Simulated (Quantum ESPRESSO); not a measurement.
**Quick settings and what they miss: Rh (Fm-3m, 1 atom in the cell)**

Self-consistent single point.

```
CELL_PARAMETERS angstrom
      0.00000     1.87444     1.87444
      1.87444     0.00000     1.87444
      1.87444     1.87444     0.00000
ATOMIC_POSITIONS crystal
  Rh 0.00000 0.00000 0.00000
```

Method of the run: PBE, PSlibrary PAW (PBE) pseudopotentials (plane waves; Quantum ESPRESSO).

Base settings: ecutwfc = 60 Ry; ecutrho = 420 Ry; occupations = smearing; smearing = methfessel-paxton; degauss = 0.0147 Ry; potentials = {Rh: Rh.pbe-spn-kjpaw_psl.1.0.0.UPF}; K_POINTS = automatic 12 12 12 1 1 1; conv_thr = 1e-11 Ry; mixing_beta = 0.7.

Tight run (finer mesh or higher cutoff; not a proven limit): ecutwfc: 60 Ry → 84 Ry; ecutrho: 420 Ry → 588 Ry; conv_thr: 1e-11 Ry → 7.3e-11 Ry; K_POINTS: automatic 12 12 12 1 1 1 → automatic 17 17 17 1 1 1. It gave Fermi level (on the code's own zero) 24.00 eV; pressure 18.89 GPa.

Quick runs, as changes from the base:
- A: the base itself
- B: ecutwfc: 60 Ry → 42 Ry; ecutrho: 420 Ry → 294 Ry; K_POINTS: automatic 12 12 12 1 1 1 → automatic 8 8 8 1 1 1
- C: smearing: methfessel-paxton → gaussian; degauss: 0.0147 Ry → 0.0099958 Ry; pseudopotentials: {Rh: Rh.pbe-spn-kjpaw_psl.1.0.0.UPF} → {Rh: Rh.pz-spn-kjpaw_psl.1.0.0.UPF}; K_POINTS: automatic 12 12 12 1 1 1 → automatic 4 4 4 1 1 1 [LDA (PZ)]
- D: ecutwfc: 60 Ry → 42 Ry; ecutrho: 420 Ry → 294 Ry; smearing: methfessel-paxton → marzari-vanderbilt; degauss: 0.0147 Ry → 0.0099958 Ry; K_POINTS: automatic 12 12 12 1 1 1 → automatic 4 4 4 1 1 1
- E: ecutwfc: 60 Ry → 48 Ry; ecutrho: 420 Ry → 336 Ry; K_POINTS: automatic 12 12 12 1 1 1 → automatic 6 6 6 1 1 1

Energies are extrapolated to zero smearing width, which holds to low order in the width alone (under cold and Methfessel-Paxton smearing the free energy itself is taken).

Dashes: energy of C, another energy zero.

† marks runs with another functional, U, potentials or spin treatment: their distance from the tight run is not a convergence error alone.

The count of work is k-points × plane waves × bands × iterations; it is no time. 

The starting cell comes from a database of computed structures (which also holds hypothetical and non-ambient phases and stackings), without a prior relaxation at this level. Its lattice was rescaled by a random factor within 2.5 % of one. Spin polarisation is off. In the base run, with a pressure of about 18 GPa the cell is away from its equilibrium volume at this level.

| run | energy less tight (meV/atom) | pressure less tight (GPa) | count of work / tight |
|---|---|---|---|
| A | 38.3 | -0.43 | 0.26 |
| B | 307.4 | -19.54 | 0.043 |
| C† | – | -17.44 | 0.014 |
| D | 338.7 | -19.21 | 0.0072 |
| E | 117.0 | -5.35 | 0.029 |

Among the runs at the tight run's level, the energy misses run from 38.3 to 338.7 meV/atom.

Left out of this page: 1 run of the series unsound by tests on forces, stress, charge or solver warnings.
